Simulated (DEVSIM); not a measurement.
Structure: abrupt GaSb n-p junction, at 300 K.

Layer 1 from the left is GaSb, thickness (μm) 0.580, Nd (cm⁻³) 1.5e16, τn (s) 3.3e-8, τp (s) 3.3e-8. Layer 2 from the left is GaSb, thickness (μm) 5.80, Na (cm⁻³) 5.4e15, τn (s) 3.3e-8, τp (s) 3.3e-8.

Left contact: ohmic. Right contact: ohmic. Voltage is applied to the left contact. Recombination: SRH at mid-gap, radiative, Auger. Mobility is constant in doping.

Constants are typed, rounded textbook-type inputs, not results; the design itself was drawn at random and stands for no fabricated device. Values at 300 K.

GaSb: gap (eV) 0.726, affinity (eV) 4.06, permittivity 15.7, Nc (cm⁻³) 2.1e17, Nv (cm⁻³) 1.8e19, μn (cm²/Vs) 5000, μp (cm²/Vs) 850, B (cm³/s) 1e-10, Cn (cm⁶/s) 5e-30, Cp (cm⁶/s) 5e-30.

Simulated with DEVSIM: 1D drift-diffusion, Boltzmann statistics, complete ionisation; no tunnelling, impact ionisation, image-force lowering or self-heating.

Dark forward current:

| |V| (V) | |J| (A/cm²) |
|---|---|
| 0.05 | 0.0002128 |
| 0.10 | 0.001501 |
| 0.15 | 0.009887 |
| 0.20 | 0.06600 |
| 0.25 | 0.4442 |
| 0.30 | 2.943 |
| 0.35 | 17.53 |
| 0.40 | 76.88 |
| 0.45 | 229.8 |
| 0.50 | 514.8 |
| 0.55 | 954.3 |
| 0.60 | 1559 |
| 0.65 | 2334 |

Task: Work out the local ideality factor n = ΔV / (kT/q · ln(J2/J1)) between the rows 0.15 and 0.20 V, 0.20 and 0.25 V, 0.60 and 0.65 V.

Result: kT/q = 25.85 mV. From 0.15 to 0.20 V: ln(0.06600/0.009887) = 1.898, n = 1.02, near the 1 of diffusion or emission over a barrier. From 0.20 to 0.25 V: ln(0.4442/0.06600) = 1.907, n = 1.01, near the 1 of diffusion or emission over a barrier. From 0.60 to 0.65 V: ln(2334/1559) = 0.404, n = 4.79.

Task: Estimate the current at 0.20 V from the Shockley equation with J0 = Σ q ni² D/(N L) coth(W/L), τ joining the SRH, radiative and Auger lifetimes that are on, and W taken as the whole layer.

Result: ni² = 2.40e24 cm⁻⁶; holes in the n layer: μ = 850 cm²/Vs, D = 22.0 cm²/s, τ = 3.14e-8 s, L = 8.31 μm, W/L = 0.070, term 9.73e-6 A/cm²; electrons in the p layer: μ = 5000 cm²/Vs, D = 129 cm²/s, τ = 3.24e-8 s, L = 20.5 μm, W/L = 0.28, term 1.63e-5 A/cm². J0 = 2.60e-5 A/cm², and J = J0 exp(qV/kT) = 0.0596 A/cm². The simulation gives 0.0660 A/cm²; the estimate lies 9.7 % below. The estimate leaves out recombination in the depletion region and that region's share of W.
